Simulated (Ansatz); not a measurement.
BaBr₂ (Pnma, No. 62), treated with r²SCAN (Ansatz, a first-principles code, PAW).

Run with plane-wave cutoff 500 eV, 6×8×4 k mesh (along the axes of the cell as run), Fermi–Dirac smearing 0.05 eV, scalar-relativistic PAW data made under PBE.

Cell (relaxed at this level):

```cif
data_Ba4Br8
_chemical_formula_sum 'Ba4 Br8'
_space_group_name_H-M_alt 'Pnma'
_space_group_IT_number 62
_space_group_name_Hall '-P 2ac 2n'
_cell_length_a 8.31817
_cell_length_b 4.99299
_cell_length_c 9.98890
_cell_angle_alpha 90.000
_cell_angle_beta 90.000
_cell_angle_gamma 90.000
loop_
_space_group_symop_operation_xyz
  'x, y, z'
  '-x, -y, -z'
  '-x+1/2, -y, z+1/2'
  'x+1/2, y, -z+1/2'
  'x+1/2, -y+1/2, -z+1/2'
  '-x+1/2, y+1/2, z+1/2'
  '-x, y+1/2, -z'
  'x, -y+1/2, z'
loop_
_atom_site_label
_atom_site_type_symbol
_atom_site_symmetry_multiplicity
_atom_site_Wyckoff_symbol
_atom_site_fract_x
_atom_site_fract_y
_atom_site_fract_z
_atom_site_occupancy
Ba1 Ba 4 c 0.24791 0.25000 0.88326 1
Br1 Br 4 c 0.02612 0.25000 0.16829 1
Br2 Br 4 c 0.14299 0.25000 0.57091 1
```

Problem. Give the computed band gap.

Solution. 
- band gap: 4.81 eV (on the SCF k mesh)

Spin–orbit coupling is not included.

The computed numbers hold no vibrational or temperature effects.

The result took around 10 core-minutes (rough).
